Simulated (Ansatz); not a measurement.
**Ir, response to strain**

The reference is Ir in the fcc (Cu type) structure (space group Fm-3m, No. 225; a = 3.8311 Å; relaxed with 0.1 eV smearing).

Strains are applied to the cell and any free atomic positions relax.

Level of theory: PBEsol in Ansatz (plane waves to 420 eV, PAW, no SOC).

Notes on the quantities. energy relative to the base: free energy F.

```csv
change,energy relative to the base,pressure,volume per atom
base,0 meV/atom,0.0 GPa,14.06 Å³
isotropic strain −3.00 %,+155 meV/atom,44.3 GPa,12.83 Å³
isotropic strain −2.00 %,[?],27.2 GPa,13.23 Å³
isotropic strain −1.50 %,+36 meV/atom,[?],13.43 Å³
isotropic strain −1.00 %,+16 meV/atom,[?],13.64 Å³
isotropic strain −0.50 %,+3.9 meV/atom,6.0 GPa,13.85 Å³
isotropic strain +0.50 %,+3.7 meV/atom,-5.6 GPa,14.27 Å³
isotropic strain +1.00 %,+15 meV/atom,-10.7 GPa,14.48 Å³
isotropic strain +2.00 %,+56 meV/atom,-19.7 GPa,14.92 Å³
isotropic strain +3.00 %,+121 meV/atom,-27.3 GPa,15.36 Å³
```

Problem. Complete the table.

Solution. 
- isotropic strain −2.00 %, energy relative to the base: +66 meV/atom
- isotropic strain −1.50 %, pressure: 19.6 GPa
- isotropic strain −1.00 %, pressure: 12.5 GPa

No phonon test of stability was made. The final runs are not spin-polarised.

Ansatz is a first-principles code.
